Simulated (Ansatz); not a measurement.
# SnSe2 under a change: biaxial strain +0.13 %, plane normal [001], relaxed out of plane

The reference is SnSe$_{2}$ in the CdI2 type structure (space group P-3m1, No. 164; a = 3.8403 Å, c = 6.0057 Å; layered, stacked along the Cartesian z axis). Axes: x lies along a and z along c of the hexagonal cell.

Perturbation: tensile biaxial strain of 0.13 % in the plane normal to [001], as in epitaxy on a mismatched substrate; the out-of-plane cell vector and the atoms relax.

All numbers come from PBE-D3(BJ), PAW, 420 eV (Ansatz, an electronic-structure program; no spin-orbit coupling). Settings: 10×10×6 k-points, 0.05 eV Fermi–Dirac smearing.

| quantity | base | changed | shift |
|---|---|---|---|
| volume per atom | 25.57 Å³ | 25.60 Å³ | +0.03 Å³ |
| space group | P-3m1 (No. 164) | P-3m1 (No. 164) | – |
| pressure (mean of the normal stresses, compression positive) | 0.0 kbar | -1.0 kbar | -1.0 kbar |
| band gap | 0.36 eV | 0.35 eV | -0.01 eV |
| gap character | indirect, K–Γ (79 % along) → k = (0, 0.400, 1/3) in the run's primitive reciprocal basis | indirect, K–Γ (79 % along) → k = (0, 0.400, -1/3) in the run's primitive reciprocal basis | – |
| smallest direct gap | 0.82 eV | 0.79 eV | -0.03 eV |
| width of the top valence band | 1.99 eV | 2.00 eV | +0.01 eV |
| out-of-plane strain | – | -0.13 % | – |
| mean in-plane stress (compression positive) | – | -0.1 GPa | – |

Final structure (turned so that z lies along the plane normal):

```
CELL_PARAMETERS angstrom
      3.84527     0.00000     0.00000
      1.92264     3.33011     0.00000
      0.00000     0.00000     5.99780
ATOMIC_POSITIONS crystal
  Sn 0.00000 0.00000 0.00000
  Se 0.33333 0.33333 0.26540
  Se 0.66667 0.66667 0.73460
```

Cost of the whole job for the changed cell (relaxation, final SCF and bands): about 90 core-seconds (a rough figure).

Gaps are read on the SCF mesh and a high-symmetry path. Whether these cells are dynamically stable was not tested.
